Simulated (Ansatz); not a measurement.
Data:

End structure of the (21-33) surface of hcp Be in its 1x1 cell, outermost plane spacing 0.10 Å in the ideal cut:

```xyz
34
Lattice="4.2252 0.0000 0.0000 0.6053 5.9531 0.0000 0.0000 0.0000 26.5000" Properties=species:S:1:pos:R:3 pbc="T T T"
Be     1.9306     5.3370     8.3154
Be     4.0216     4.9270     8.3890
Be     2.0159     1.4016     8.8105
Be     4.1674     0.8508     8.9261
Be     2.6227     3.6051     9.3542
Be     0.5055     2.9597     9.3968
Be     3.1615     5.7193    10.1329
Be     1.0544     5.0127    10.2025
Be     3.1875     1.8637    10.6285
Be     1.0722     1.1798    10.8007
Be     3.7758     3.9129    11.2866
Be     1.6808     3.2640    11.3986
Be     3.7841     0.0386    11.9626
Be     2.2736     5.3339    12.0885
Be     4.3909     2.1399    12.5472
Be     2.2743     1.4849    12.6619
Be     0.7601     4.2230    13.1994
Be     2.8836     3.5692    13.3006
Be     0.7641     0.3543    13.8381
Be     3.4780     5.6523    13.9528
Be     1.3701     2.4583    14.4115
Be     3.4795     1.8005    14.5374
Be     1.9629     4.5283    15.1014
Be     4.0931     3.8793    15.2134
Be     1.9662     0.6593    15.6993
Be     4.0761    -0.0245    15.8715
Be     2.5893     2.7795    16.2975
Be     0.4822     2.0729    16.3671
Be     3.1381     4.8325    17.1032
Be     1.0210     4.1871    17.1458
Be     3.0962     0.9884    17.5739
Be     1.0225     0.4376    17.6895
Be     3.8473     2.8652    18.1110
Be     1.7131     2.4552    18.1846
```

Slab: 34 atoms, 10.2 Å thick at the start (thin: gaps and levels are the slab's own); k 9x7x1, smearing 0.1 eV, dipole-corrected; all atoms relaxed; start symmetry kept, larger cells not searched; no spin, no spin-orbit, no U.

Q: Estimate the work function of the top face that PBE (Ansatz, a quantum-chemistry and plane-wave program) returns for this input.

A: 4.79 eV

Q: What surface energy (mean of both faces) does PBE give?

A: 2.24 J/m²
